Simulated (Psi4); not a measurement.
Psi4 1.11, PBE0/def2-svp: n-butyl acetate (CCCCOC(C)=O), 20 atoms. The geometry is a generated start, not checked to be a minimum at this level.

```json
{
 "task": "energy",
 "method": "pbe0",
 "basis": "def2-svp",
 "memory": "3 GB",
 "maxiter": "100",
 "keys_of_the_molecule_block": "symmetry c1",
 "scf_type": "df (default)",
 "guess": "auto, which took SAD (default)",
 "scf_initial_accelerator": "adiis (default)",
 "e_convergence": "1e-06 (default)",
 "d_convergence": "1e-06 (default)",
 "dft_radial_points": "75 (default)",
 "dft_spherical_points": "302 (default)",
 "basis_functions": "172",
 "grid_points": "422369"
}
```

```xyz
20

C     -3.4215     0.4166    -0.2607
C     -2.1944    -0.4812    -0.1540
C     -0.9036     0.3322    -0.0905
C      0.3111    -0.5729     0.0405
O      1.4861     0.2352     0.0958
C      2.6482    -0.4140     0.2147
C      3.8045     0.5506     0.2688
O      2.7386    -1.6118     0.2676
H     -3.3658     1.0336    -1.1544
H     -4.3269    -0.1826    -0.3121
H     -3.4899     1.0715     0.6049
H     -2.2736    -1.1007     0.7420
H     -2.1555    -1.1505    -1.0159
H     -0.9333     1.0114     0.7637
H     -0.7999     0.9365    -0.9937
H      0.2552    -1.1806     0.9516
H      0.3884    -1.2579    -0.8125
H      3.6728     1.2256     1.1107
H      3.8269     1.1427    -0.6422
H      4.7326    -0.0036     0.3759
```

One run each on 2 threads. Values of diis_max_vecs tried: 3, 6, 10 (default), 20.

Question: Which value of diis_max_vecs needs the fewest SCF iterations, and what happens away from it?

Answer: Fewest SCF iterations, within one of each other: 6 with 10, 10 (default) with 9, 20 with 9. The count rises to 14 at 3. All converge to one solution.

```
diis_max_vecs  SCF iterations            end
-------------  --------------  -------------
3                          14  same solution
6                          10  same solution
10 (default)                9  same solution
20                          9  same solution
```
